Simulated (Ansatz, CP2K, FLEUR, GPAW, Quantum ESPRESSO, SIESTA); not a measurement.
# SiGe (P6_3mc, 4 atoms in the cell) computed with different codes at matched settings

Self-consistent single point.

```yaml
crystal:
  lattice:
    - [3.90445, 0.00000, 0.00000]
    - [-1.95223, 3.38135, 0.00000]
    - [0.00000, 0.00000, 6.45078]
  atoms:
    - { symbol: Si, position: [0.66667, 0.33333, 0.87461] }
    - { symbol: Si, position: [0.33333, 0.66667, 0.37461] }
    - { symbol: Ge, position: [0.66667, 0.33333, 0.50039] }
    - { symbol: Ge, position: [0.33333, 0.66667, 0.00039] }
```

Shared settings, as Ansatz (a first-principles code) writes them: kpoints.mp_grid.grid = 10 10 5; scf.occupations.method = fermi_dirac; scf.occupations.width = 0.0015 Ry. Potentials and cutoffs stand in the table.

```
code                                                                                                                                 model  pressure (GPa)  largest force (eV/Å)  gap on the mesh (eV)           cutoff
----------------  ------------------------------------------------------------------------------------------------------------------------  --------------  --------------------  --------------------  ---------------
FLEUR                                                         LDA (Perdew-Zunger), all-electron FLAPW (FLEUR), scalar-relativistic valence               –                     –                 0.357  Kmax 3.9 1/bohr
Quantum ESPRESSO                                                                            LDA (PZ), PSlibrary PAW (LDA) pseudopotentials           -1.59                 0.005                 0.338            50 Ry
GPAW                                                                         LDA (Perdew-Wang 92), GPAW PAW datasets LDA (gpaw-data 1.0.1)           -1.49                 0.007                 0.354           600 eV
SIESTA            LDA PW92, numerical atomic orbitals DZP, PseudoDojo LDA standard norm-conserving potentials (rewritten from UPF to PSML)           -0.92                 0.019                 0.436      grid 300 Ry
Ansatz                                                                                                 LDA (PW92), PAW files made with PBE           -2.14                 0.004                 0.353          30.9 Ry
CP2K                                                  LDA (Pade form), GPW, DZVP-MOLOPT-SR-GTH basis, GTH-PADE potentials (GTH_POTENTIALS)           -2.74                 0.001                 0.457      grid 400 Ry
```

A dash marks a value that a program does not give, or that is left out as unsure.

Gaps are read on the mesh.

The spread over the programs that give each value: pressure within 1.82 GPa; largest force within 0.018 eV/Å; gap on the mesh within 0.119 eV.

SIESTA and CP2K use small atom-centred bases, whose incompleteness enters pressures, forces and empty levels differently from a plane-wave cutoff. FLEUR treats all electrons, but the usual bases taken here (sphere radii, linearisation, local orbitals, empty states) were not tested for convergence, so the values are no reference for the others. Ansatz's pressure is given at a fixed set of plane waves, as the other plane-wave codes print theirs. The same LDA comes in different parametrisations, which differ slightly. In the pressure, CP2K (by 1.15) lies more than 1 GPa from the median of the plane-wave programs.

The starting cell comes from a database of computed structures (which also holds hypothetical and non-ambient phases and stackings), without a prior relaxation at this level.

Keys are those of Ansatz 0.2.
